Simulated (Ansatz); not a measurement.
Cells marked so need not be the phases stable at ambient conditions, and some may be hypothetical.

The gap is the functional's own. No spin-orbit coupling. Mid-gap values are interpolated on the energy grid.

A. Tl₂WO₄ (P-3m1, not sure to be the ambient phase, 14 atoms a cell, 22.8 Å³ an atom, -4 GPa at this level), along the normal of (100)
B. CsCd4As3 (P4/mmm, not sure to be the ambient phase, 8 atoms a cell, 28.2 Å³ an atom), along the normal of (110)
C. K$_{4}$HgAs$_{2}$ (R-3m, not sure to be the ambient phase, 7 atoms a cell, 38.2 Å³ an atom), along the normal of (101)

Task: Put the candidates in order of mid-gap decay constant of the slowest evanescent state, lowest first, for Ansatz (a first-principles code) with r2SCAN.

Result: B (0.07 1/Å), C (0.18 1/Å), A (0.39 1/Å)
